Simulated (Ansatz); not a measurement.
Worked sum: formation energy of O_i in Rh (fcc, Fm-3m)

Subject: the formation energy of O_i in Rh (fcc, Fm-3m). Reaction: 64 Rh (fcc) + 1/2 O2 (gas) → cell A.

A: a supercell of 64 sites of Rh (fcc, Fm-3m) with O off the lattice sites (6 Rh at 2.06 Å); spin state with PBE: run without spin.

Ansatz (a quantum-chemistry and plane-wave program) with PAW potentials; structures come from PBE relaxations, nuclei static, no net charge. Ansatz runs with its default PAW set. Other levels take these structures. The lattices are those relaxed with PBE, so at other levels the solids can be strained, which adds to the spread. Larger cells are relaxed from a start prepared with the learned potential CHGNet, on a coarser mesh till forces fall under 0.03 eV/Å, which some starts already meet. A dispersion term (D3(BJ), or D4 for r2SCAN) was computed beside these levels and is taken off wherever the name lacks it. No Hubbard U is applied. Mesh and cell size may move defect energies by 0.1 eV or more. Cell A has symmetry Fm-3m within 0.02 Å and got no random move, so less symmetric positions, which may lie lower, weren't tried.

Total energies of the cells in eV, at zero smearing width. They compare only within one column; the weights balance every element.

```
cell       atoms  weight            PBE     PBE+D3(BJ)
---------  -----  ------  -------------  -------------
A: Rh:O_i     65      +1  -410347.73436  -410388.55023
Rh (fcc)      64      −1  -409784.88834  -409825.35197
O2 (gas)       2    −1/2    -1129.93688    -1129.94420
```

PBE: (-410347.73436) − (-409784.88834) − 1/2 × (-1129.93688) = 2.122 eV.

PBE+D3(BJ): (-410388.55023) − (-409825.35197) − 1/2 × (-1129.94420) = 1.774 eV.
